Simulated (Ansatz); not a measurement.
CsCl-type RuAl

These are r²SCAN in Ansatz (plane waves, PAW) values and carry that method's errors.

Settings: plane-wave cutoff 500 eV, 18×18×18 k mesh, Fermi–Dirac smearing 0.1 eV, no spin polarisation, scalar-relativistic PAW data made under PBE.

Cell (relaxed at this level):

```
AlRu
1.0
    2.98312     0.00000     0.00000
    0.00000     2.98312     0.00000
    0.00000     0.00000     2.98312
Al Ru
1 1
Direct
  0.00000   0.00000   0.00000
  0.50000   0.50000   0.50000
```

For CsCl-type RuAl, the volume per atom is 13.27 Å³/atom and the lattice constant a is 2.983 Å.

Measured, for comparison: lattice constant a 2.992 Å (temperature not stated, copied from a table, unchecked, not corrected to a static lattice; as tabulated in Acta Metallurgica 41, 863 (1993)). Computed (rounded) less measured: lattice constant a not scored (unchecked). A static lattice is as a rule a little smaller and stiffer than an uncorrected measurement, which narrows the difference in the lattice constant a and would widen misses of the other sign.

Static lattice: no zero-point or thermal effects.

The result took very roughly 40 core-seconds.

Ansatz is a program for electronic structure.
